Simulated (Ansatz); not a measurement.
The reference is ZnGeP2 in the chalcopyrite structure (space group I-42d, No. 122; a = 5.4999 Å, c = 10.8444 Å).

Level of theory: Ansatz (a program for electronic structure), PBE, PAW, cutoff 420 eV, spin-orbit coupling left out.

Before the change:

| Property | Value |
|---|---|
| Pressure | 0.00 GPa |

It is then changed as follows: the cell is scaled by 0.9932 in all directions, atoms relaxed at fixed cell.

### Question
What does the calculation give for the energy relative to the base and pressure after the change?

### Answer
The energy goes up by 2.0 meV/atom; the pressure (mean of the normal stresses, compression positive) goes from zero to 1.60 GPa.

The cells carry an imposed strain or load. Whether these cells are dynamically stable was not tested.
